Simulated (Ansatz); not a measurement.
Take Ta in the bcc (W type) structure (space group Im-3m, No. 229; a = 3.2819 Å) as the base.

Calculations: plane-wave PAW DFT at the PBEsol level (Ansatz, a program for electronic structure, 420 eV), scalar-relativistic without spin-orbit coupling, earlier PAW set.

For the base:

| Item | Result |
|---|---|
| Volume per atom | 17.67 Å³ |

One thing is altered: full substitution Ta → Hf, then cell and atoms are relaxed.

Tabulated Pauling electronegativity and covalent radius: Ta 1.50, 1.70 Å; Hf 1.30, 1.75 Å.

### Question
Estimate the effect on the volume per atom.

### Answer
The volume per atom goes up by 3.580 Å³ (17.67 Å³ → 21.26 Å³).

No phonon test of stability was made. All final runs are without spin polarisation. This is not the structure that Hf has at room temperature and ambient pressure.
